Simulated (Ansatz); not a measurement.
Start from TiO₂ in the anatase structure (space group I4_1/amd, No. 141; a = 3.7984 Å, c = 9.7038 Å).

Calculations: PBE/PAW in Ansatz (an electronic-structure program), spin-orbit coupling left out, earlier PAW set.

Base values:

- Volume per atom: 11.67 Å³
- c/a ratio: 2.555
- Band gap: 2.13 eV
- Smallest direct gap: 2.43 eV

Now apply this change: a hydrostatic pressure of 10 GPa.

Q: What happens to the volume per atom?

A: The volume per atom shrinks by 0.62 Å³ to 11.05 Å³.

Q: Predict the new c/a ratio.

A: The c/a ratio drops by 0.080 (2.555 → 2.475).

Q: What does the calculation give for the band gap after the change?

A: The band gap drops by 0.07 eV to 2.06 eV.

Q: What happens to the smallest direct gap?

A: The smallest direct gap rises by 0.05 eV, from 2.43 eV to 2.48 eV.

Load acts through the strain it causes; cell and atoms are relaxed under it. Stability against distortions was not tested. Competing high-pressure phases were not computed. All final runs are without spin polarisation.
